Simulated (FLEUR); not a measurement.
A self-consistent single point of La2O3 (P-3m1, 5 atoms in the cell) with FLEUR.

Method: PBE, all-electron FLAPW (FLEUR), scalar-relativistic valence run with FLEUR.

The change in words: lattice scaled by 0.98. Reference geometry:
```xyz
5
Lattice="1.9267 -3.3371 0.0000 1.9267 3.3371 0.0000 0.0000 0.0000 5.9951" Properties=species:S:1:pos:R:3 pbc="T T T"
La     1.9267     1.1124     1.4808
La     1.9267    -1.1124     4.5143
O      0.0000     0.0000     0.0000
O      1.9267     1.1124     3.8789
O      1.9267    -1.1124     2.1163
```

Reference input (self-consistent single point, DFT, PBE, all-electron FLAPW (FLEUR), scalar-relativistic valence): Kmax = 4.1 1/bohr; GmaxXC = 16.4 1/bohr; xcFunctional = pbe; jspins = 1; l_soc = F; mode = hist; fermiSmearingEnergy = 0.00073499 Htr; mesh (inpgen div1-3) = 7 7 4; inpgen gamma flag = true; Gmax = 16.4 1/bohr; numbands = 0; maxIterBroyd = 25. This run's input differs from it in these lines:

```diff
@@ -5,4 +5,4 @@
 0.5000000000 0.8660254038 0.0000000000
-0.0000000000 0.0000000000 1.5558375655
-7.2817194608
+0.0000000000 0.0000000000 1.5558373207
+7.1360859514
 1.0 1.0 1.0
@@ -46,5 +46,5 @@
          <bravaisMatrix>
-            <row-1>    3.6408597303999999    -6.3061540363976381     0.0000000000000000</row-1>
-            <row-2>    3.6408597303999999     6.3061540363976381     0.0000000000000000</row-2>
-            <row-3>    0.0000000000000000     0.0000000000000000    11.3291726785450457</row-3>
+            <row-1>    3.5680429757000001    -6.1800317176126924     0.0000000000000000</row-1>
+            <row-2>    3.5680429757000001     6.1800317176126924     0.0000000000000000</row-2>
+            <row-3>    0.0000000000000000     0.0000000000000000    11.1025888469110861</row-3>
          </bravaisMatrix>
```

Output (repeated stretches shortened):

```
 Iteration:     1   Distance:      22.96475233 me/bohr^3
 Iteration:     2   Distance:      19.30248479 me/bohr^3
 Iteration:     3   Distance:       7.52116140 me/bohr^3
 Iteration:     4   Distance:       8.61216755 me/bohr^3
 Iteration:     5   Distance:       2.46283657 me/bohr^3
   [... 11 lines left out ...]
 Iteration:    17   Distance:       0.00008924 me/bohr^3
 Iteration:    18   Distance:       0.00001255 me/bohr^3
 Iteration:    19   Distance:       0.00001969 me/bohr^3
 Iteration:    20   Distance:       0.00000115 me/bohr^3
 Reset of history
 Run finished successfully
 Stop message:
   Structural relaxation: new displacements generated

[file out, last iteration]
             iter=     21
[...]
          total density-effective poten   -2.8979935165E+04
          total charge density-energy d   -4.3434427122E+02
 Updated energy parameters for spin:           1
[...]
 fermi energy and band-weighting factors:

[...]
FERMIE:
          first approx. to ef    (T=0)  :   0.399698 htr   (energy of the highest occ. eigenvalue)
          number of occ. states  (T=0)  :        560
          first approx. to seigv (T=0)  :   1.435620 htr
          sum of weights of occ. states :  20.000000
          sum of semicore charge        :   0.000000 e
FERHIS:  Fermi-Energy by histogram:
          bandgap                     :   0.144726 htr
   [... lines left out ...]
          charge neutrality (T=0)     :   0.000000    (zero if the highest occ. eigenvalue is "entirely" occupied)
 Direct bandgap for spin            1 :   0.14835420524438148       Htr
 ---->    free energy=                    -17221.4390039185 htr
   [... lines left out ...]
 TOTAL FORCE FOR ATOM TYPE=  1  X=  0.000   Y= -4.120   Z=  2.742
                       FX_TOT= 0.000000 FY_TOT= 0.000000 FZ_TOT=-0.024805
 TOTAL FORCE FOR ATOM TYPE=  2  X=  0.000   Y=  0.000   Z=  0.000
                       FX_TOT= 0.000000 FY_TOT= 0.000000 FZ_TOT= 0.000000
 TOTAL FORCE FOR ATOM TYPE=  3  X=  0.000   Y= -4.120   Z= -3.919
                       FX_TOT= 0.000000 FY_TOT= 0.000000 FZ_TOT=-0.004209
```

The run converged in 20 iterations. FLEUR gives forces in its relaxation mode, with a further iteration, so its stop message speaks of a relaxation. Against the reference run the free energy rises by 101 meV/atom, the largest force goes from 0.663 to 1.276 eV/Å and the gap on the mesh goes from 3.969 to 3.938 eV.

The starting cell has typed, rounded lattice constants, without a prior relaxation at this level. Its lattice was rescaled by a random factor within 2.5 % of one. For this run, on top of that: lattice scaled by 0.98. Values depend on the basis (sphere radii, cutoffs, local orbitals), which need not be converged. Forces in this geometry exceed 1 eV/Å.

Cost on one core of a shared machine: roughly 80 s.
